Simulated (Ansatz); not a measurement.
Hexagonal WC was calculated with revPBE (Ansatz, a program for electronic structure, PAW).

Numerical settings: plane-wave cutoff 520 eV, 24×24×22 k mesh (along the axes of the cell as run), Fermi–Dirac smearing 0.052 eV (set by the program), no spin polarisation, scalar-relativistic PAW data made under PBE.

Computed at the level's own relaxed cell.

Elastic tensor (GPa, Voigt notation, ions relaxed):

```
  687.2   218.4   165.7     0.0     0.0     0.0
  218.4   687.2   165.7     0.0     0.0     0.0
  165.7   165.7   921.3     0.0     0.0     0.0
    0.0     0.0     0.0   294.6     0.0     0.0
    0.0     0.0     0.0     0.0   294.6     0.0
    0.0     0.0     0.0     0.0     0.0   234.4
```

Task: Work out the Voigt, Reuss and Hill averages of the bulk and shear moduli, Young's modulus and Poisson's ratio from the printed constants.

Result: K_V = [C11 + C22 + C33 + 2(C12 + C13 + C23)]/9 = [2295.7 + 2 × 549.8]/9 = 377.3 GPa. G_V = [2295.7 − 549.8 + 3 × 823.6]/15 = 281.1 GPa. From the compliances S = C⁻¹, K_R = 373.7 and G_R = 274.3 GPa. Hill means: K = 375.5, G = 277.7 GPa. E = 9KG/(3K + G) = 668 GPa, ν = (3K − 2G)/(6K + 2G) = 0.20, K/G = 1.35.

Spin–orbit coupling is not included.
